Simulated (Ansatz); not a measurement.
## Pressure series in GaP

Start from GaP in the zinc blende structure (space group F-43m, No. 216).

```
GaP
1.0
    0.00000     2.72566     2.72566
    2.72566     0.00000     2.72566
    2.72566     2.72566     0.00000
Ga P
1 1
Direct
  0.00000   0.00000   0.00000
  0.25000   0.25000   0.25000
```

Cell and atoms are relaxed at each pressure.

The values are results of Kohn–Sham DFT with the r2SCAN functional, run in Ansatz (a quantum-chemistry and plane-wave program) with PAW and 500 eV plane waves, without spin-orbit coupling, not measurements.

Notes on the quantities. hole mass: degenerate bands, along [100].

```tsv
variant	electron mass	hole mass	band gap	lattice parameter a
base	1.1 mₑ along k, 0.23 mₑ across (off the special points)	0.13, 0.37, 0.37 mₑ (at Γ)	1.85 eV	10.301 bohr
pressure −2 GPa	1.0 mₑ along k, 0.23 mₑ across (off the special points)	0.12, 0.38, 0.38 mₑ (at Γ)	1.88 eV	10.384 bohr
pressure −1 GPa	1.0 mₑ along k, 0.23 mₑ across (off the special points)	0.12, 0.37, 0.37 mₑ (at Γ)	1.87 eV	10.342 bohr
pressure 0.9 GPa	1.1 mₑ along k, 0.23 mₑ across (off the special points)	0.13, 0.36, 0.36 mₑ (at Γ)	1.83 eV	10.267 bohr
pressure 2.1 GPa	1.1 mₑ along k, 0.22 mₑ across (off the special points)	0.13, 0.36, 0.36 mₑ (at Γ)	1.81 eV	10.224 bohr
pressure 4.5 GPa	1.1 mₑ along k, 0.22 mₑ across (off the special points)	0.14, 0.35, 0.35 mₑ (at Γ)	1.76 eV	10.143 bohr
pressure 9 GPa	1.2 mₑ along k, 0.22 mₑ across (off the special points)	0.15, 0.33, 0.33 mₑ (at Γ)	1.68 eV	10.013 bohr
pressure 15 GPa	1.3 mₑ along k, 0.22 mₑ across (off the special points)	0.17, 0.31, 0.31 mₑ (at Γ)	1.58 eV	9.868 bohr
pressure 22.5 GPa	1.4 mₑ along k, 0.21 mₑ across (off the special points)	0.18, 0.29, 0.29 mₑ (at Γ)	1.47 eV	9.716 bohr
pressure 30 GPa	1.4 mₑ along k, 0.21 mₑ across (off the special points)	0.19, 0.28, 0.28 mₑ (at Γ)	1.36 eV	9.588 bohr
```

Load acts through the strain it causes; cell and atoms are relaxed under it. Masses are band curvatures over ±0.01 Å⁻¹ around the edge. Along k means along the line from Γ to the band edge. Whether these cells are dynamically stable was not tested. Measured, GaP leaves this structure (for a Cmcm phase) near 26 GPa (temperature not stated; as listed in Datta, Sujoy, Jana, Debnarayan, arXiv (2020)).
